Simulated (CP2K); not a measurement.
A self-consistent single point of CaB2O4 (Pbcn, 28 atoms in the cell) with CP2K.

Level of theory: CP2K 2026.2 with Wu-Cohen GGA, GPW, DZVP-MOLOPT-SR-GTH basis, GTH-PBE potentials (GTH_POTENTIALS).

```yaml
crystal:
  lattice:
    - [11.71136, 0.00000, 0.00000]
    - [0.00000, 4.32109, 0.00000]
    - [0.00000, 0.00000, 6.24942]
  atoms:
    - { symbol: Ca, position: [0.00000, 0.26400, 0.25000] }
    - { symbol: Ca, position: [0.50000, 0.23600, 0.75000] }
    - { symbol: Ca, position: [0.00000, 0.73600, 0.75000] }
    - { symbol: Ca, position: [0.50000, 0.76400, 0.25000] }
    - { symbol: B, position: [0.19700, 0.84700, 0.12500] }
    - { symbol: B, position: [0.80300, 0.84700, 0.37500] }
    - { symbol: B, position: [0.30300, 0.65300, 0.62500] }
    - { symbol: B, position: [0.69700, 0.65300, 0.87500] }
    - { symbol: B, position: [0.80300, 0.15300, 0.87500] }
    - { symbol: B, position: [0.19700, 0.15300, 0.62500] }
    - { symbol: B, position: [0.69700, 0.34700, 0.37500] }
    - { symbol: B, position: [0.30300, 0.34700, 0.12500] }
    - { symbol: O, position: [0.08900, 0.72200, 0.11100] }
    - { symbol: O, position: [0.91100, 0.72200, 0.38900] }
    - { symbol: O, position: [0.41100, 0.77800, 0.61100] }
    - { symbol: O, position: [0.58900, 0.77800, 0.88900] }
    - { symbol: O, position: [0.91100, 0.27800, 0.88900] }
    - { symbol: O, position: [0.08900, 0.27800, 0.61100] }
    - { symbol: O, position: [0.58900, 0.22200, 0.38900] }
    - { symbol: O, position: [0.41100, 0.22200, 0.11100] }
    - { symbol: O, position: [0.20800, 0.16700, 0.13900] }
    - { symbol: O, position: [0.79200, 0.16700, 0.36100] }
    - { symbol: O, position: [0.29200, 0.33300, 0.63900] }
    - { symbol: O, position: [0.70800, 0.33300, 0.86100] }
    - { symbol: O, position: [0.79200, 0.83300, 0.86100] }
    - { symbol: O, position: [0.20800, 0.83300, 0.63900] }
    - { symbol: O, position: [0.70800, 0.66700, 0.36100] }
    - { symbol: O, position: [0.29200, 0.66700, 0.13900] }
```

Reference input (self-consistent single point, DFT PBEsol, GPW, DZVP-MOLOPT-SR-GTH basis, GTH-PBE potentials (GTH_POTENTIALS)): CUTOFF = 500 Ry; REL_CUTOFF = 50 Ry; SMEAR/METHOD = FERMI_DIRAC; ELECTRONIC_TEMPERATURE = 1578.21 K; KPOINTS/SCHEME = MONKHORST-PACK 2 5 4; GAMMA_CENTERED = T; XC_FUNCTIONAL = PBE:PBESOL; Ca/BASIS_SET = DZVP-MOLOPT-SR-GTH-q10; Ca/POTENTIAL = GTH-PBE-q10; B/BASIS_SET = DZVP-MOLOPT-SR-GTH-q3; B/POTENTIAL = GTH-PBE-q3; O/BASIS_SET = DZVP-MOLOPT-SR-GTH-q6. This run's input differs from it in these lines:

```diff
@@ -44,5 +44,6 @@
       &XC_FUNCTIONAL
-        &PBE
-          PARAMETRIZATION PBESOL
-        &END PBE
+        &GGA_X_WC
+        &END GGA_X_WC
+        &GGA_C_PBE
+        &END GGA_C_PBE
       &END XC_FUNCTIONAL
```

Output, abridged:

```
 SCF WAVEFUNCTION OPTIMIZATION

  Step     Update method      Time    Convergence         Total energy    Change
     1 NoMix/Diag. 0.30E+00      -     1.97534151      -427.5602241957 -4.28E+02
     2 Broy./Diag. 0.30E+00      -     0.26656661      -404.6261911565  2.29E+01
     3 Broy./Diag. 0.30E+00      -     0.07036819      -422.3318896927 -1.77E+01
     4 Broy./Diag. 0.30E+00      -     0.02763825      -426.7015514679 -4.37E+00
     5 Broy./Diag. 0.30E+00      -     0.01485087      -426.9113814747 -2.10E-01
     6 Broy./Diag. 0.30E+00      -     0.00281337      -427.1879003487 -2.77E-01
   [... lines left out ...]
     9 Broy./Diag. 0.30E+00      -     0.00025202      -426.9969434668  6.86E-03
    10 Broy./Diag. 0.30E+00      -     0.00003238      -427.0039456743 -7.00E-03
    11 Broy./Diag. 0.30E+00      -     0.00002538      -427.0051545983 -1.21E-03
    12 Broy./Diag. 0.30E+00      -     0.00000194      -427.0053740375 -2.19E-04
    13 Broy./Diag. 0.30E+00      -     0.00000101      -427.0053766102 -2.57E-06
    14 Broy./Diag. 0.30E+00      -     0.00000041      -427.0053730740  3.54E-06
    15 Broy./Diag. 0.30E+00      -     0.00000010      -427.0053644006  8.67E-06
    16 Broy./Diag. 0.30E+00      -     0.00000006      -427.0053621429  2.26E-06
  *** SCF run converged in    16 steps ***

  Overlap energy of the core charge distribution:               0.00001419466951
  Self energy of the core charge distribution:              -1002.22281669649408
  Core Hamiltonian energy:                                    275.03178374945571
  Hartree energy:                                             385.84738250071530
  Exchange-correlation energy:                                -85.66172588941293
  Electronic entropic energy:                                  -0.00000000187746
  Fermi energy:                                                 0.21582074412309

  Total energy:                                              -427.00536214294402
  Total energy (extrapolated to T->0):                       -427.00536214200531

                     Mulliken Population Analysis

   [... lines left out ...]

 STRESS| Analytical stress tensor [bar]
 STRESS|                        x                   y                   z
 STRESS|      x        1.57647277353E+04   6.31185802988E-03   2.65653969910E-03
 STRESS|      y        6.31185802988E-03  -4.63350644441E+03   1.35012069488E-02
 STRESS|      z        2.65653969910E-03   1.35012069488E-02  -2.98657038478E+04
 STRESS| 1/3 Trace                                            -6.24482751897E+03
```

The run converged in 16 iterations. Against the reference run the pressure goes from -0.39 to -0.62 GPa, the largest force hardly changes (2.823 to 2.827 eV/Å) and the gap on the mesh goes from 4.819 to 4.840 eV.

The starting cell comes from a database of published, mostly measured structures (it also holds non-ambient and calculated ones), without a prior relaxation at this level. Its lattice was rescaled by a random factor within 2.5 % of one. Values carry the incompleteness of an atom-centred basis. The potentials were made for another functional than the one used. Forces in this geometry exceed 1 eV/Å.

Cost on one core of a shared machine: roughly 2 min.
